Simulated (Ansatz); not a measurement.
# Pressure series in VSi2

The parent structure is VSi$_{2}$ (space group P6_222, No. 180; weakly magnetic (sensitive to the mesh)).

```
CELL_PARAMETERS angstrom
      4.53068     0.00000     0.00000
     -2.26534     3.92368     0.00000
      0.00000     0.00000     6.32464
ATOMIC_POSITIONS crystal
  V  0.50000 0.00000 0.00000
  V  0.50000 0.50000 0.33333
  V  0.00000 0.50000 0.66667
  Si 0.16264 0.32529 0.00000
  Si 0.83736 0.16264 0.33333
  Si 0.67471 0.83736 0.66667
  Si 0.83736 0.67471 0.00000
  Si 0.16264 0.83736 0.33333
  Si 0.32529 0.16264 0.66667
```

Cell and atoms are relaxed at each pressure.

The values are results of plane-wave PAW DFT at the r2SCAN level (Ansatz, a quantum-chemistry and plane-wave program, 500 eV), no SOC, not measurements.

Notes on the quantities. enthalpy: H = E + PV relative to the base's energy.

```
case              lattice parameter a       enthalpy
----------------  -------------------  -------------
base                       8.562 bohr              –
pressure 1.8 GPa           8.533 bohr  +0.14 eV/atom
pressure 4.2 GPa           8.496 bohr  +0.32 eV/atom
pressure 9 GPa             8.429 bohr  +0.69 eV/atom
pressure 18 GPa            8.318 bohr  +1.35 eV/atom
```

Other magnetic orders, which the real material may have, were not ruled out. Load acts through the strain it causes; cell and atoms are relaxed under it. No phonon test of stability was made. Competing high-pressure phases were not computed. Starting moments died away, wholly or in part, for the base, pressure 9 GPa and pressure 18 GPa; another magnetic solution may exist.
